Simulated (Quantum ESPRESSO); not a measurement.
Worked example: self-consistent single point of HgTe (C2, 6 atoms in the cell) in Quantum ESPRESSO.

Computed with LDA (PZ), GBRV 1.5 ultrasoft (LDA) pseudopotentials (plane waves; Quantum ESPRESSO 7.5).

```
HgTe
1.0
    4.64894     0.00000     0.00000
   -2.32447     4.02610     0.00000
    0.00000     0.00000    10.37678
Hg Te
3 3
Direct
  0.68832   0.68832   0.00000
  0.32244   0.00000   0.66667
  0.00000   0.31168   0.33333
  0.51372   0.51372   0.50000
  0.48628   0.00000   0.16667
  0.00000   0.48628   0.83333
```

Reference input (self-consistent single point, DFT, LDA (PZ), plane waves, GBRV 1.5 ultrasoft (LDA) pseudopotentials): ecutwfc = 40 Ry; ecutrho = 200 Ry; occupations = smearing; smearing = fermi-dirac; degauss = 0.00147 Ry; potentials = {Hg: hg_lda_v1.uspp.F.UPF, Te: te_lda_v1.uspp.F.UPF}; K_POINTS = automatic 3 3 1 0 0 0; conv_thr = 1e-10 Ry. This run's input differs from it in these lines:

```diff
@@ -17,2 +17,3 @@
  degauss = 0.00147,
+ nbnd = 27,
 /
```

The program printed (abridged):

```
     Self-consistent Calculation

     iteration #  1     ecut=    40.00 Ry     beta= 0.70

 %%%%%%%%%%%%%%%%%%%%%%%%%%%%%%%%%%%%%%%%%%%%%%%%%%%%%%%%%%%%%%%%%%%%%%%%%%%%%%
     Error in routine efermig (1):
     internal error, cannot bracket Ef
 %%%%%%%%%%%%%%%%%%%%%%%%%%%%%%%%%%%%%%%%%%%%%%%%%%%%%%%%%%%%%%%%%%%%%%%%%%%%%%

     stopping ...
```

The program stopped with an error at about iteration 1. 

The starting cell comes from a database of computed structures (which also holds hypothetical and non-ambient phases and stackings), without a prior relaxation at this level. Its lattice was rescaled by up to half a per cent. One atom was moved a little off its site on purpose.
